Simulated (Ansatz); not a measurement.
Density of states of V2AlC (P6_3/mmc) near the Fermi level, PBEsol, rigid bands run with Ansatz (a program for electronic structure).

```csv
E − E_F (eV),states/eV/cell
-1.95,4.93
-1.85,6.69
-1.75,7.55
-1.65,7.67
-1.55,9.53
-1.45,6.78
-1.35,4.63
-1.25,3.36
-1.15,2.93
-1.05,3.03
-0.95,4.38
-0.85,4.17
-0.75,3.48
-0.65,3.34
-0.55,3.01
-0.45,3.14
-0.35,3.41
-0.25,3.82
-0.15,4.22
-0.05,5.23
0.05,4.19
0.15,4.02
0.25,3.97
0.35,4.18
0.45,5.37
0.55,8.79
0.65,6.54
0.75,6.16
0.85,7.00
0.95,8.53
1.05,10.4
1.15,3.23
1.25,3.17
1.35,4.88
1.45,9.99
1.55,14.3
1.65,10.8
1.75,9.05
1.85,7.45
1.95,6.04
```

Task: With 8 atoms a cell, what bare Sommerfeld coefficient γ = (π²/3) k_B² N(E_F) follows?

Result: N(E_F) ≈ 4.8 states/eV a cell at 300 K, so γ ≈ 1.41 mJ/(mol of atoms·K²), before many-body enhancement (phonons, spin fluctuations, correlation).

Task: How far does the Fermi level move in a rigid band for 0.1 electron a cell added or removed?

Result: 21 meV and -20 meV.

A metal at this level (no band gap); rigid bands, thermally averaged at 300 K, both spins. Spin-orbit coupling is left out. Geometry: cell and atoms relaxed with PBEsol.

Computed structure with no diffraction record at hand here (it may be known, metastable or hypothetical): V2AlC (P6_3/mmc). Treated as nonmagnetic (a ferromagnetic start lost its moment, other orders weren't tried): V2AlC (P6_3/mmc).
